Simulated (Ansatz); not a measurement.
# GaAs: pressure series

The reference is GaAs in the zinc blende structure (space group F-43m, No. 216).

```xyz
2
Lattice="0.0000 2.8728 2.8728 2.8728 0.0000 2.8728 2.8728 2.8728 0.0000" Properties=species:S:1:pos:R:3 pbc="T T T"
Ga     0.0000     0.0000     0.0000
As     1.4364     1.4364     1.4364
```

Cell and atoms are relaxed at each pressure.

The values are results of PBE/PAW in Ansatz (a program for electronic structure), no spin-orbit coupling, not measurements.

Candidates:
(a) pressure 15 GPa
(b) pressure 30 GPa
(c) pressure 4.5 GPa

Before the change:

| Item | Value |
|---|---|
| Band gap | 0.16 eV |

Order them by band gap, lowest first.

(c) pressure 4.5 GPa (0.63 eV), (b) pressure 30 GPa (0.97 eV), (a) pressure 15 GPa (1.21 eV)

Load acts through the strain it causes; cell and atoms are relaxed under it. No phonon test of stability was made. Measured, GaAs leaves this structure (for a Cmcm phase) near 15 GPa (room temperature; as listed in arXiv:1906.07825). A zero or small gap of GaAs can be the functional's error rather than a property of the material.
